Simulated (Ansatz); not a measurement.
Consider C in the diamond structure (space group Fd-3m, No. 227; a = 3.5716 Å).

Method: PBE (Ansatz, an electronic-structure program, PAW, scalar-relativistic without spin-orbit coupling), earlier PAW set.

Before the change:

```
Item                            Value
---------  --------------------------
Hole mass  0.30, 0.30, 0.51 mₑ (at Γ)
Band gap                      4.13 eV
```

Now apply this change: cell and atoms relaxed at a pressure of 0.3 GPa.

Q: What happens to the hole mass?

A: The hole mass (degenerate bands, along [100]) stays 0.30, 0.30, 0.51 mₑ (at Γ).

Q: How does this affect the band gap?

A: The band gap remains 4.13 eV.

Load acts through the strain it causes; cell and atoms are relaxed under it. Masses are band curvatures over ±0.01 Å⁻¹ around the edge. No phonon test of stability was made.
